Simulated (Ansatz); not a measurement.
Model glasses of amorphous Si3N4, 71 to 78 atoms (Si30N40 before any change). Each row is one cell at a composition chosen by hand, melted whole on the CHGNet potential with the anions pushed apart under 1.9 Å, quenched within some picoseconds, far faster than a real film, and relaxed with PBE, scalar-relativistic without spin-orbit coupling (plane waves to 420 eV, PAW; Ansatz, a quantum-chemistry and plane-wave program). Each is the lower in DFT energy of 2 quenches. Cycles of charging and discharging were tried on the cells ahead of these points, and a cell that came back lower was taken. The column on the box says what of it was relaxed with the atoms; held means as the quench left it. Cells that kept moments or hold spare charge are left out, and those that charging annealed.

From the neutral cell one electron is taken away, or one added, and the atoms relax (PBE, the zone centre alone, moment held at 1 μB, uniform background; no image-charge correction, which leaves W too low where the charge is localised). W = E(+1) + E(−1) − 2 E(0) is the cost of moving an electron from one such cell to another; the spacing parts the highest filled and lowest empty level of the neutral cell, which ran without spin polarisation.

Formal charges balance in every cell (each cation at its usual highest valence, Cu and Ag at +1, Sb at +3, H at +1, O at −2, N at −3, F and Cl at −1). R− and R+ are the energies that the atoms' relaxation gave back after the electron was added or removed.

| cell | change | box | spacing (eV) | R− (eV) | R+ (eV) | spacing − R− − R+ (eV) | W (eV) |
|---|---|---|---|---|---|---|---|
| Si30N44Ti3 | +4 N, +3 Ti | held | 1.21 | 0.24 | 0.37 | 0.60 | 1.23 |
| Si30N41Sc | +1 N, +1 Sc | shape | 2.00 | 0.95 | 0.19 | 0.86 | 1.00 |
| Si27N40B4 | +4 B, −3 Si | held | 2.27 | 1.06 | 0.17 | 1.04 | 1.21 |
| Si30N45Ta3 | +5 N, +3 Ta | shape | 2.09 | 0.41 | 0.13 | 1.55 | 1.63 |
| Si30N42Ca3 | +3 Ca, +2 N | shape | 2.52 | 0.64 | 0.26 | 1.62 | 1.87 |
| Si30N41Al | +1 Al, +1 N | shape | 2.55 | 0.53 | 0.28 | 1.74 | 1.92 |
| Si30N41In | +1 In, +1 N | volume and shape | 2.40 | 0.41 | 0.07 | 1.92 | withheld |
| Si30N44Hf3 | +3 Hf, +4 N | shape | 2.60 | 0.42 | 0.25 | 1.93 | 2.04 |
| Si30N42Mg3 | +3 Mg, +2 N | shape | 2.88 | 0.39 | 0.07 | 2.42 | 2.45 |

Fit a straight line of the last column on the one before it through the 8 full rows, and predict the withheld value for Si30N41In.

Means: x = 1.470, y = 1.669. Slope = Σ(Δx Δy) / Σ(Δx²) = 1.9948 / 2.5298 = 0.789; intercept = 1.669 − (0.789) × 1.470 = 0.509 eV; r.m.s. residual 0.128 eV. Prediction: 0.509 + (0.789) × 1.92 = 2.02 eV. The run gave 2.02 eV, a miss of 0.00 eV, within the residual.

What would a slope of 1 with no intercept mean?

That adding and removing an electron at fixed atoms costs just the level spacing, as it does for levels spread over a large cell, so that W follows by bookkeeping. The fit has 0.789 and 0.509 eV; a departure holds the carrier's repulsion on its site, which raises W, and the uncorrected background, which lowers it.

In Si30N41Sc, Si27N40B4 the spacing lies under 0.8 of the table's widest and a localised level on an atom of the host, not next to a guest, bounds it: there a defect of the quenched network is a likely cause.
